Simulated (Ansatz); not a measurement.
An Ansatz (an electronic-structure program) input (plane-wave PAW DFT at the PBE level (Ansatz, 420 eV), no SOC, earlier PAW set):

Ansatz 0.2 input:
```yaml
crystal:
  lattice:
    - [0, 3.9700880594, 3.9700880594]
    - [3.9700880594, 0, 3.9700880594]
    - [3.9700880594, 3.9700880594, 0]
  atoms:
    - { symbol: Pt, position: [0.0020079183, -0.0009406026, -0.0026555883] }
    - { symbol: Pt, position: [0.0014904183, -0.0003575964, 0.4997368896] }
    - { symbol: Pt, position: [0.0015483061, 0.5069423866, -0.0011670144] }
    - { symbol: Pt, position: [0.0004454263, 0.4999431519, 0.5012839278] }
    - { symbol: Pt, position: [0.5048889057, -0.0000045356, 0.000611953] }
    - { symbol: Pt, position: [0.4955435846, 0.0015910296, 0.504447255] }
    - { symbol: Pt, position: [0.5042057837, 0.4983068281, -0.0008240265] }
    - { symbol: Pt, position: [0.4928200581, 0.5078809282, 0.4972761237] }
    - { symbol: H, position: [0.1667970357, 0.2515334629, 0.2516143459] }
basis: { ecutwfc: 420, ecutrho_ratio: 4, xc_grid: 2, fft_grid_basis: typed }
kpoints: { mp_grid: { grid: [7, 7, 7] } }
hamiltonian:
  xc: pbe
  dispersion: none
  pseudopotentials: { azcp: { folder: ./paw }, kind: paw }
scf: { occupations: { method: fermi_dirac, width: 0.05 }, convergence: { dr2_threshold: 0.0000000009 } }
relax: { f_tol: 0.02, max_steps: 45 }
output: { forces: true, stress: true }
checkpoint: { write: state.ck, write_every: 1000 }
```

### Question
Which symmetry and how many k-points will the program report, and about how many plane waves at Γ?

### Answer
Space group P1 (ITA 1) with 1 operations, k-points 172 of 343, and 2445 plane waves at Γ.

### Question
And the final pressure?

### Answer
6.60 GPa (compression positive).

The cell is small, so the values are those of an ordered compound at a high defect concentration; dilute-limit values will differ. All final runs are without spin polarisation. The cell was made from Pt in the fcc (Cu type) structure (space group Fm-3m, No. 225) by this change: H interstitial (started 1.69 Å from the nearest host atom). The defect cell is not spin-polarised.
